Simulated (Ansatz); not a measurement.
SiO2 (P4₁2₁2, No. 92), treated with PBE-D3(BJ) (Ansatz, a quantum-chemistry and plane-wave program, PAW).

Settings: plane-wave cutoff 520 eV, 8×8×6 k mesh (along the axes of the cell as run), Fermi–Dirac smearing 0.01 eV, scalar-relativistic PAW data made under PBE.

Computed at the level's own relaxed cell.

**Question.** What does this level give for the c axis length, band gap, bulk modulus B0, equilibrium volume per atom and lattice constant a?

**Answer.** 
- c axis length = 6.813 Å
- band gap = 5.65 eV (direct)
- bulk modulus B0 = 17.4 GPa
- equilibrium volume per atom = 13.87 Å³/atom
- lattice constant a = 4.942 Å

Note: the bulk modulus comes from volumes at which shape and atoms were relaxed.

Static lattice: no zero-point or thermal effects.

Computing time: around 29 core-minutes (rough).
